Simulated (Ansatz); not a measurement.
## CaB2C2: response to strain

The reference is CaB2C2 (space group I4/mcm, No. 140; a cell from a computed database, its experimental status unchecked).

```yaml
crystal:
  lattice:
    - [-2.67269, 2.67269, 3.69631]
    - [2.67269, -2.67269, 3.69631]
    - [2.67269, 2.67269, -3.69631]
  atoms:
    - { symbol: Ca, position: [0.75000, 0.75000, 0.00000] }
    - { symbol: Ca, position: [0.25000, 0.25000, 0.00000] }
    - { symbol: B, position: [0.36145, 0.86145, 0.22291] }
    - { symbol: B, position: [0.63855, 0.13855, 0.77709] }
    - { symbol: B, position: [0.86145, 0.63855, 0.50000] }
    - { symbol: B, position: [0.13855, 0.36145, 0.50000] }
    - { symbol: C, position: [0.65962, 0.84038, 0.50000] }
    - { symbol: C, position: [0.34038, 0.15962, 0.50000] }
    - { symbol: C, position: [0.84038, 0.34038, 0.18076] }
    - { symbol: C, position: [0.15962, 0.65962, 0.81924] }
```

Cartesian axes are those of the cell as printed.

Strains are applied to the cell and any free atomic positions relax; under biaxial strain the out-of-plane vector relaxes too.

All numbers come from Ansatz (a quantum-chemistry and plane-wave program) r2SCAN, without spin-orbit coupling, earlier PAW set.

Candidates:
(a) isotropic strain −0.26 %
(b) isotropic strain +4.42 %
(c) biaxial strain −3.33 %, plane normal [001], relaxed out of plane

Notes on the quantities. energy relative to the base: free energy F.

Q: Order them by energy relative to the base, highest first.

A: (b) isotropic strain +4.42 % (+90 meV/atom), (c) biaxial strain −3.33 %, plane normal [001], relaxed out of plane (+53 meV/atom), (a) isotropic strain −0.26 % (+0.3 meV/atom)

No phonon test of stability was made.
